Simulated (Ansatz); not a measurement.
## Mg2Ge: uniaxial strain ε_zz = −2.50 %

Take Mg$_{2}$Ge in the anti-fluorite structure (space group Fm-3m, No. 225; a = 6.2865 Å) as the base. Axes: x, y, z lie along the cube axes.

The change: uniaxial strain ε_zz = −2.50 %, all other strain components held at zero, atoms relaxed at fixed cell.

Computed with LDA, PAW, 420 eV (Ansatz, an electronic-structure program; no SOC). Γ-centred 13×13×13 mesh, Fermi–Dirac width 0.05 eV.

```tsv
quantity	base	changed	shift
volume per atom	20.70 Å³	20.19 Å³	-0.518 Å³
space group	Fm-3m (No. 225)	I4/mmm (No. 139)	–
shortest interatomic distance	2.722 Å	2.700 Å	-0.022 Å
energy relative to the base (free energy F)	0 meV/atom	+5.0 meV/atom	+5.0 meV/atom
band gap	0.10 eV	zero	–
stress (xx, yy, zz, yz, xz, xy; compression positive) (rough)	–	(0.7, 0.7, 3.1, 0.0, 0.0, 0.0) GPa	–
```

Without a gap, meshes like the base's 13×13×13 leave anisotropic stresses uncertain by several tenths of a GPa, and small strain energies with them. No phonon test of stability was made. All final runs are without spin polarisation. A zero or small gap of Mg2Ge can be the functional's error rather than a property of the material.
